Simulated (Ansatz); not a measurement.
## Smallest direct gap on the k points sampled of SnO (Pmn2₁, No. 31; start mp-545552; another space group than a measured phase of this formula) at several levels of theory

No measured value is used here.

```csv
level (code),value (eV)
LDA (Ansatz),[?]
PBEsol+SOC (Ansatz),1.76
r²SCAN+SOC (Ansatz),2.16
HSE06+SOC (Ansatz),2.53
PBE0 (Ansatz),[?]
r²SCAN0 (Ansatz),3.54
```

Question: Some entries are withheld; supply them.

Answer: 
- LDA (Ansatz, a first-principles code), value (eV): 1.90
- PBE0 (Ansatz), value (eV): 3.26

Computed values are for a static lattice. Levels without +SOC have no spin–orbit coupling; where heavier elements are present it shifts gaps, mostly down, and can invert bands.  Values are at the PBE-D3(BJ) cell. Cutoffs and k meshes differ between the levels. Ansatz's density-functional and Hartree–Fock values are scalar-relativistic unless marked +SOC, with PAW data made under PBE.

A start named mp-… is a Materials Project structure, which can be a computed phase never made.
